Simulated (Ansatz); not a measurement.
**What pressure 3 GPa does to Ca**

Base system: Ca in the fcc (Cu type) structure (space group Fm-3m, No. 225; a = 5.5265 Å).

The change: cell and atoms relaxed at a pressure of 3 GPa.

Calculations: PBE, PAW, 420 eV (Ansatz, a program for electronic structure; scalar-relativistic without spin-orbit coupling). Settings: 15×15×15 k-points, 0.05 eV Fermi–Dirac smearing.

```tsv
quantity	base	changed	shift
volume per atom	42.20 Å³	36.71 Å³	-5.49 Å³
density	1.58 g/cm³	1.81 g/cm³	+0.236 g/cm³
shortest interatomic distance	3.908 Å	3.730 Å	-0.1775 Å
enthalpy H = E + PV relative to the base's energy	–	+0.73 eV/atom	–
band gap	zero	zero	–
```

Final structure:

```
CELL_PARAMETERS angstrom
      0.00000     2.63776     2.63776
      2.63776     0.00000     2.63776
      2.63776     2.63776     0.00000
ATOMIC_POSITIONS crystal
  Ca 0.00000 0.00000 0.00000
```

Load acts through the strain it causes; cell and atoms are relaxed under it. Stability against distortions was not tested.
